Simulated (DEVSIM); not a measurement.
Device: abrupt In0.53Ga0.47As n-p junction, at 300 K.

Layer 1 from the left is In0.53Ga0.47As, thickness (μm) 97.0, Nd (cm⁻³) 1.3e15, τn (s) 9.1e-10, τp (s) 9.1e-10. Layer 2 from the left is In0.53Ga0.47As, thickness (μm) 210, Na (cm⁻³) 8.5e16, τn (s) 9.1e-10, τp (s) 9.1e-10.

Left contact: ohmic. Right contact: ohmic. Voltage is applied to the left contact. Recombination: SRH at mid-gap, radiative, Auger. Mobility is μmin + (μ − μmin)/(1 + (N/Nref)^α).

This is a model device: material constants are rounded textbook-type values typed into the input, and sizes, dopings and lifetimes were drawn at random. Values at 300 K.

In0.53Ga0.47As: gap (eV) 0.74, affinity (eV) 4.51, permittivity 13.9, Nc (cm⁻³) 2.1e17, Nv (cm⁻³) 7.7e18, μn (cm²/Vs) 12000, μp (cm²/Vs) 300, μn,min 300, μp,min 10, Nref,n 1.3e17, Nref,p 4.9e17, αn 0.48, αp 0.4, B (cm³/s) 9.6e-11, Cn (cm⁶/s) 5e-29, Cp (cm⁶/s) 5e-29.

Estimate by hand the built-in potential, the peak field at zero bias, the capacitance at 1.5 V, and compare with a numerical solution.


- Built-in potential: ni = √(Nc Nv) exp(−Eg/2kT) = 7.74e11 cm⁻³ with Eg = 0.740 eV; Vbi = kT/q ln(Na Nd/ni²) = 0.492 V; numerical 0.492 V.
- Peak field at zero bias: depletion approximation: W = √(2εVbi/(qN)) = 0.768 μm with N = 1.28e15 cm⁻³; field = 2Vbi/W = 12800 V/cm; numerical 17600 V/cm (estimate below by 27 %).
- Capacitance at 1.5 V: C = √(qεN / 2(Vbi + |V|)) = 7.96 nF/cm²; numerical 8.08 nF/cm² (estimate below by 1.5 %).

DEVSIM, 1D drift-diffusion, Boltzmann statistics, complete ionisation; no tunnelling, impact ionisation, image-force lowering or self-heating.
